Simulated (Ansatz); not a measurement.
**Cu3SbSe4: uniaxial strain ε_zz = −0.75 %**

Consider Cu₃SbSe₄ (space group I-42m, No. 121; a = 5.6272 Å, c = 11.1837 Å). Axes: x, y, z lie along a, b, c of the conventional cell.

Perturbation: the cell is compressed by 0.75 % along z with no lateral relaxation; the atoms relax in the strained cell.

The values are results of plane-wave PAW DFT at the PBEsol level (Ansatz, a first-principles code, 420 eV), no SOC, not measurements. k-mesh 12×12×12 (Γ-centred); smearing 0.05 eV (Fermi–Dirac).

- Volume per atom = 21.97 Å³ (base 22.13 Å³)
- Space group = I-42m (No. 121) (base I-42m (No. 121))
- Shortest interatomic distance = 2.367 Å (base 2.373 Å)
- Energy relative to the base (free energy F) = +0.3 meV/atom
- Pressure (mean of the normal stresses, compression positive) = 0.5 GPa (base 0.0 GPa)
- Band gap = zero (base zero)
- Stress (xx, yy, zz, yz, xz, xy; compression positive) = (0.5, 0.5, 0.7, 0.0, 0.0, 0.0) GPa (rough)

Final structure:

```yaml
crystal:
  lattice:
    - [-2.81359, 2.81359, 5.54991]
    - [2.81359, -2.81359, 5.54991]
    - [2.81359, 2.81359, -5.54991]
  atoms:
    - { symbol: Cu, position: [0.50000, 0.50000, 0.00000] }
    - { symbol: Sb, position: [0.00000, 0.00000, 0.00000] }
    - { symbol: Se, position: [0.59466, 0.59466, 0.46014] }
    - { symbol: Se, position: [0.40534, 0.86547, 0.00000] }
    - { symbol: Se, position: [0.13453, 0.13453, 0.53986] }
    - { symbol: Se, position: [0.86547, 0.40534, 0.00000] }
    - { symbol: Cu, position: [0.75000, 0.25000, 0.50000] }
    - { symbol: Cu, position: [0.25000, 0.75000, 0.50000] }
```

Without a gap, meshes like the base's 12×12×12 leave anisotropic stresses uncertain by several tenths of a GPa, and small strain energies with them. No phonon test of stability was made. All final runs are without spin polarisation.
